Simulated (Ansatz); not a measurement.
Structures of equal composition on the (100) surface of germanium (Ge plane on top): 1x1 symmetric dihydride; 1x1 canted dihydride. The slabs share one bottom face, and each structure is named by its start. These are constructed structures in small cells; real faces may alloy, dewet or reconstruct in larger ones, and not all known structures of the face are among them. Slabs of about 12 Å, Fermi-Dirac smearing of 0.025 eV. Bottom of the slabs: dihydride, held. Relaxed from the named starts with such symmetry as they have, on meshes of like density; energies extrapolated to zero smearing; spin only where a row says so; no spin-orbit coupling, no U. Brackets mark spin-polarised runs, whose order is one that fits the cell. Where a second, spin-polarised start was run, the lower counts.

Computed with HSE06, at the PBE geometry (plane waves to 420 eV, PAW; Ansatz, a quantum-chemistry and plane-wave program).

Task: Put the candidates in order of energy per 1x1 cell, lowest first, for HSE06, at the PBE geometry.

Result: 1x1 canted dihydride (0.000 eV, gap 1.63 eV on the mesh), 1x1 symmetric dihydride (0.068 eV, gap 1.48 eV on the mesh)
